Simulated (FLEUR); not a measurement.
Worked example: self-consistent single point of Br (Cmce, 4 atoms in the cell) in FLEUR.

Level of theory: PBE, all-electron FLAPW (FLEUR), scalar-relativistic valence in FLEUR.

The change in words: lattice scaled by 0.98. Reference geometry:
```xyz
4
Lattice="2.2888 -3.4077 0.0000 2.2888 3.4077 0.0000 0.0000 0.0000 8.9101" Properties=species:S:1:pos:R:3 pbc="T T T"
Br     3.9414     0.0000     7.9211
Br     2.9251     0.0000     3.4660
Br     1.6525     0.0000     5.4441
Br     0.6363     0.0000     0.9890
```

Reference input (self-consistent single point, DFT, PBE, all-electron FLAPW (FLEUR), scalar-relativistic valence): Kmax = 3.9 1/bohr; GmaxXC = 15.6 1/bohr; xcFunctional = pbe; jspins = 1; l_soc = F; mode = hist; fermiSmearingEnergy = 0.00073499 Htr; mesh (inpgen div1-3) = 5 5 2; inpgen gamma flag = true; Gmax = 15.6 1/bohr; numbands = 0; maxIterBroyd = 25. This run's input differs from it in these lines:

```diff
@@ -3,5 +3,5 @@
 &input film=f /
-4.3252656253 -6.4396253841 0.0000000000
-4.3252656253 6.4396253841 0.0000000000
-0.0000000000 0.0000000000 16.8376411841
+4.2387596325 -6.3108329898 0.0000000000
+4.2387596325 6.3108329898 0.0000000000
+0.0000000000 0.0000000000 16.5008882093
 1.0
@@ -45,5 +45,5 @@
          <bravaisMatrix>
-            <row-1>    4.3252656253000001    -6.4396253841000002     0.0000000000000000</row-1>
-            <row-2>    4.3252656253000001     6.4396253841000002     0.0000000000000000</row-2>
-            <row-3>    0.0000000000000000     0.0000000000000000    16.8376411841000007</row-3>
+            <row-1>    4.2387596324999999    -6.3108329897999997     0.0000000000000000</row-1>
+            <row-2>    4.2387596324999999     6.3108329897999997     0.0000000000000000</row-2>
+            <row-3>    0.0000000000000000     0.0000000000000000    16.5008882093000011</row-3>
          </bravaisMatrix>
```

The program printed (abridged):

```
 Iteration:     1   Distance:       5.57488958 me/bohr^3
 Iteration:     2   Distance:       5.24533303 me/bohr^3
 Iteration:     3   Distance:       1.36268692 me/bohr^3
 Iteration:     4   Distance:       0.38713577 me/bohr^3
 Iteration:     5   Distance:       0.22487777 me/bohr^3
   [... 5 lines left out ...]
 Iteration:    11   Distance:       0.00028794 me/bohr^3
 Iteration:    12   Distance:       0.00015567 me/bohr^3
 Iteration:    13   Distance:       0.00008741 me/bohr^3
 Iteration:    14   Distance:       0.00000673 me/bohr^3
 Reset of history
 Run finished successfully
 Stop message:
   Structural relaxation: new displacements generated

[file out, last iteration]
             iter=     15
[...]
          total density-effective poten   -1.6754462015E+04
          total charge density-energy d   -3.6908572340E+02
 Updated energy parameters for spin:           1
[...]
 fermi energy and band-weighting factors:

[...]
FERMIE:
          first approx. to ef    (T=0)  :   0.065149 htr   (energy of the highest occ. eigenvalue)
          number of occ. states  (T=0)  :        252
          first approx. to seigv (T=0)  :  -3.893870 htr
          sum of weights of occ. states :  14.000000
          sum of semicore charge        :   0.000000 e
FERHIS:  Fermi-Energy by histogram:
          bandgap                     :   0.065336 htr
   [... lines left out ...]
          charge neutrality (T=0)     :   0.000000    (zero if the highest occ. eigenvalue is "entirely" occupied)
 Direct bandgap for spin            1 :    6.5336165429282042E-002  Htr
   [... lines left out ...]
 ---->    (input%tkb*entropy) TS=              0.0000000000 htr
 ---->    free energy=                    -10426.5868220284 htr
      extrapolation for T->0
 ---->    total electron energy=          -10426.5868220284 htr
 ***** TOTAL FORCES ON ATOMS *****
 TOTAL FORCE FOR ATOM TYPE=  1  X= -1.178   Y=  0.000   Z= -1.832
                       FX_TOT=-0.006576 FY_TOT= 0.000000 FZ_TOT=-0.013420
```

The run converged in 14 iterations. FLEUR gives forces in its relaxation mode, with a further iteration, so its stop message speaks of a relaxation. Against the reference run the free energy goes up by 12.4 meV/atom, the largest force goes from 0.189 to 0.768 eV/Å and the gap on the mesh goes from 1.595 to 1.778 eV.

The starting cell has typed, rounded lattice constants, without a prior relaxation at this level. Its lattice was rescaled by a random factor within 2.5 % of one. For this run, on top of that: lattice scaled by 0.98. Values depend on the basis (sphere radii, cutoffs, local orbitals), which need not be converged.

Cost on one core of a shared machine: roughly 2 min.
